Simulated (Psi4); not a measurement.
Psi4 1.11, WB97X/def2-svp: Si(F)(Me)(OMe)(NH2) (CO[Si](C)(N)F), 14 atoms. The geometry is a generated start, not checked to be a minimum at this level.

task: energy
method: wb97x
basis: def2-svp
memory: 3 GB
maxiter: 100
keys of the molecule block: symmetry c1
scf_type: df (default)
e_convergence: 1e-06 (default)
d_convergence: 1e-06 (default)
dft_radial_points: 75 (default)
dft_spherical_points: 302 (default)
basis functions: 128
grid points: 299667

```xyz
14

C      2.1609     0.0884    -0.6925
O      1.1032     0.1579     0.2271
Si    -0.4842     0.2148    -0.0629
C     -1.2677     0.4771     1.6354
N     -0.9835    -1.1141    -1.0421
F     -0.8645     1.4715    -1.0098
H      1.9739    -0.6789    -1.4460
H      3.0692    -0.1532    -0.1392
H      2.2841     1.0512    -1.1936
H     -2.3394     0.6198     1.5363
H     -1.1061    -0.3730     2.2894
H     -0.8629     1.3540     2.1295
H     -1.8702    -1.0649    -1.5140
H     -0.8128    -2.0506    -0.7177
```

With the defaults (diis = true, scf_initial_accelerator = adiis, damping_percentage = 0, level_shift = 0, level_shift_cutoff = 0.01, diis_max_vecs = 10, guess = auto, which took SAD, soscf = false, soscf_start_convergence = 0.01) it converges in 9 SCF iterations. One run each on 2 threads, with these changes:
- guess = sapgau
- diis = false, scf_initial_accelerator = none, damping_percentage = 60
- guess = sap
- diis_max_vecs = 6
- level_shift = 0.1, level_shift_cutoff = 0.001
- diis_max_vecs = 3
- scf_initial_accelerator = ediis
- diis_max_vecs = 20
- soscf = true, soscf_start_convergence = 0.001

Task: Which of these changes keep the SCF from converging, or lead it to another solution?

Result: No convergence: diis = false, scf_initial_accelerator = none, damping_percentage = 60 (the run ends without SCF convergence in 100 iterations). The rest reach the solution of the defaults.

| setting | SCF iterations | JK calls | end |
|---|---|---|---|
| soscf = true, soscf_start_convergence = 0.001 | 6 | 17 | same solution |
| level_shift = 0.1, level_shift_cutoff = 0.001 | 8 | 9 | same solution |
| the defaults | 9 | 10 | same solution |
| scf_initial_accelerator = ediis | 9 | 10 | same solution |
| diis_max_vecs = 6 | 9 | 10 | same solution |
| diis_max_vecs = 20 | 9 | 10 | same solution |
| guess = sapgau | 9 | 9 | same solution |
| diis_max_vecs = 3 | 10 | 11 | same solution |
| guess = sap | 10 | 10 | same solution |
| diis = false, scf_initial_accelerator = none, damping_percentage = 60 | 100 | 101 | no convergence |

An SOSCF iteration holds several JK calls; a Hückel guess adds calls on atoms.
